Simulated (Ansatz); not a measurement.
The starting structures come from a database of crystals and need not be the phases stable at ambient conditions.

 Where the default PAW files enter, the runs use the earlier of Ansatz's two default sets.

Tunnelling through a barrier is set by its complex band structure: the current falls as exp(−2κd) with the smallest κ.

Here is the system:

```yaml
crystal:
  lattice:
    - [3.71165, 0.00000, 0.00000]
    - [-1.85583, 6.55426, 0.00000]
    - [0.00000, 0.00000, 9.80788]
  atoms:
    - { symbol: Na, position: [0.24916, 0.49832, 0.25000] }
    - { symbol: Na, position: [0.75084, 0.50168, 0.75000] }
    - { symbol: Zr, position: [0.00000, 0.00000, 0.00000] }
    - { symbol: Zr, position: [0.00000, 0.00000, 0.50000] }
    - { symbol: Cu, position: [0.52966, 0.05932, 0.25000] }
    - { symbol: Cu, position: [0.47034, 0.94068, 0.75000] }
    - { symbol: S, position: [0.07803, 0.15606, 0.75000] }
    - { symbol: S, position: [0.92197, 0.84394, 0.25000] }
    - { symbol: S, position: [0.63059, 0.26118, 0.43991] }
    - { symbol: S, position: [0.36941, 0.73882, 0.56009] }
    - { symbol: S, position: [0.36941, 0.73882, 0.93991] }
    - { symbol: S, position: [0.63059, 0.26118, 0.06009] }
```

Space group of this cell: Cmcm. The cell is taken as given; by r2SCAN its mean pressure is -1.3 GPa.

Transport runs along the normal of the first two printed cell vectors.

The gap is the functional's own, uncorrected, and κ follows it; spin-orbit coupling is left out. Mid-gap values are interpolated between the computed energies.

Problem. Estimate the band gap and the smallest decay constant κ at mid-gap that r2SCAN (Ansatz, a program for electronic structure) returns for this system.

Solution. Gap 0.78 eV on a 8×8×4 mesh; κ = 0.164 1/Å, at (0.000, 0.500) of the in-plane reciprocal vectors. At the zone centre, at the nearest computed energy, the slowest state has κ = 0.17 1/Å.
